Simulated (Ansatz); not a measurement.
What uniaxial strain ε_yy = +5.26 % does to BN

Consider BN in the zinc blende structure (space group F-43m, No. 216; a = 3.606 Å). Axes: x, y, z lie along the cube axes.

One thing is altered: uniaxial strain ε_yy = +5.26 %, all other strain components held at zero, atoms relaxed at fixed cell.

The values are results of PBEsol (Ansatz, a first-principles code, PAW, spin-orbit coupling left out), not measurements. k-mesh 16×16×16 (Γ-centred); smearing 0.05 eV (Fermi–Dirac).

The volume per atom rises by 0.31 Å³ to 6.17 Å³ and the shortest interatomic distance rises by 2.8 pm (156.1 pm → 158.9 pm). The energy grows by 39 meV/atom and the pressure (mean of the normal stresses, compression positive) shrinks by 17.98 GPa to -17.99 GPa. The band gap falls by 0.50 eV, from 4.30 eV to 3.80 eV and the gap character comes out as indirect, Γ → X. The electron mass changes from 0.89 mₑ along k, 0.29 mₑ across (at X) to 0.87 mₑ along k, 0.30 mₑ across (at X) and the valence-band top at Γ (three highest levels, from the VBM) becomes 0.00, 0.00, -0.53 eV (base: 0.00, 0.00, 0.00 eV). The valley order (the lowest conduction-band minima on the path, energy above the VBM, named in the base's zone) becomes X along [001] 3.80 eV; X along [010] 4.65 eV (base: X along ⟨100⟩ 4.30 eV) and the stress (xx, yy, zz, yz, xz, xy; compression positive) is (-7.35, -39.28, -7.35, 0.00, 0.00, 0.00) GPa.

Effective masses come from finite differences of ±0.01 Å⁻¹. Along k means along the line from Γ to the band edge. Stability against distortions was not tested. k-point labels follow each cell's own Brillouin zone.
